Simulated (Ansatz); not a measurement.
Start from TiSi2 (space group Cmcm, No. 63; a = 3.546 Å, b = 13.563 Å, c = 3.580 Å).

(Cell as relaxed with PBE.)

Levels (all Ansatz, a program for electronic structure, PAW): PBE (420 eV, no spin-orbit coupling); PBEsol (420 eV, scalar-relativistic without spin-orbit coupling).

Each level relaxes its own structure.

```
quantity                   PBE  PBEsol
---------------  -------------  ------
volume per atom       14.35 Å³     [?]
space group      Cmcm (No. 63)     [?]
band gap                  zero     [?]
```

Q: What does PBEsol give?

A: 
- volume per atom, PBEsol: 13.91 Å³
- space group, PBEsol: Cmcm (No. 63)
- band gap, PBEsol: zero

PBE's volume per atom lies 0.44 Å³ above PBEsol's (3.2 %); the two agree on the space group and band gap. Neither level is exact; PBEsol is the comparison here, not a measurement.

Stability against distortions was not tested. All final runs are without spin polarisation.
